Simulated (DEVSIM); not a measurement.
Structure: abrupt Si n-p junction, at 400 K.

Layer 1 from the left is Si, thickness (μm) 3.40, Nd (cm⁻³) 1.1e16, τn (s) 1.1e-5, τp (s) 1.1e-5. Layer 2 from the left is Si, thickness (μm) 5.70, Na (cm⁻³) 2.2e14, τn (s) 1.1e-5, τp (s) 1.1e-5.

Left contact: ohmic. Right contact: ohmic. Voltage is applied to the left contact. Recombination: SRH at mid-gap, radiative. Mobility is μmin + (μ − μmin)/(1 + (N/Nref)^α).

Constants are typed, rounded textbook-type inputs, not results; the design itself was drawn at random and stands for no fabricated device. Values at 300 K; Nc and Nv go as T^1.5, mobilities as T to minus their exponent, the gap by Varshni's rule with the affinity fixed.

Si: gap (eV) 1.124, affinity (eV) 4.05, permittivity 11.7, Nc (cm⁻³) 2.86e19, Nv (cm⁻³) 3.1e19, μn (cm²/Vs) 1417, μp (cm²/Vs) 470, μn,min 52, μp,min 45, Nref,n 9.7e16, Nref,p 2.2e17, αn 0.68, αp 0.72, T exponent of μn 2.3, T exponent of μp 2.2, B (cm³/s) 4.7e-15, Varshni α (eV/K) 0.000473, Varshni β (K) 636.

Problem. Estimate by hand the built-in potential, the peak field at zero bias, and compare with a numerical solution.

Solution. 
- Built-in potential: ni = √(Nc Nv) exp(−Eg/2kT) = 5.68e12 cm⁻³ with Eg = 1.096 eV; Vbi = kT/q ln(Na Nd/ni²) = 0.387 V; numerical 0.387 V.
- Peak field at zero bias: depletion approximation: W = √(2εVbi/(qN)) = 1.52 μm with N = 2.16e14 cm⁻³; field = 2Vbi/W = 5080 V/cm; numerical 7570 V/cm (estimate below by 33 %).

DEVSIM, 1D drift-diffusion, Boltzmann statistics, complete ionisation; no tunnelling, impact ionisation, image-force lowering or self-heating.
